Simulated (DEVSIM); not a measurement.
abrupt Ge n-p junction

Structure: abrupt Ge n-p junction, at 300 K.

```
layer (left to right)  material  thickness (μm)  Nd (cm⁻³)  Na (cm⁻³)   τn (s)   τp (s)
---------------------  --------  --------------  ---------  ---------  -------  -------
1                            Ge           0.770     3.7e15          -  0.00039  0.00039
2                            Ge            85.0          -       2e13  0.00039  0.00039
```

Left contact: ohmic. Right contact: ohmic. Voltage is applied to the left contact. Recombination: SRH at mid-gap, Auger. Mobility is μmin + (μ − μmin)/(1 + (N/Nref)^α).

This is a model device: material constants are rounded textbook-type values typed into the input, and sizes, dopings and lifetimes were drawn at random. Values at 300 K.

```csv
parameter,Ge
gap (eV),0.664
affinity (eV),4
permittivity,16
Nc (cm⁻³),1.04e19
Nv (cm⁻³),6e18
μn (cm²/Vs),3900
μp (cm²/Vs),1900
"μn,min",150
"μp,min",100
"Nref,n",2.6e17
"Nref,p",4e17
αn,0.56
αp,0.6
Cn (cm⁶/s),1e-31
Cp (cm⁶/s),1e-31
```

DEVSIM, 1D drift-diffusion, Boltzmann statistics, complete ionisation; no tunnelling, impact ionisation, image-force lowering or self-heating.

```yaml
potential_step_across_the_device_at_zero_bias: 0.146 V
largest_field_in_the_device_at_zero_bias: 2900 V/cm
Dark forward voltage at 1 A/cm²: 0.195 V
```

Dark forward current:

(V (V), J (A/cm²)): (-0.05, -0.10); (-0.10, -0.31); (-0.15, -0.62); (-0.20, -1.1); (-0.25, -1.6); (-0.30, -2.3); (-0.35, -3.1); (-0.40, -4.0); (-0.45, -5.0); (-0.50, -6.1); (-0.55, -7.4); (-0.60, -8.7); (-0.65, -10); (-0.70, -12); (-0.75, -13); (-0.80, -15); (-0.85, -16); (-0.90, -18); (-0.95, -20); (-1.00, -22); (-1.05, -23); (-1.10, -25); (-1.15, -27)
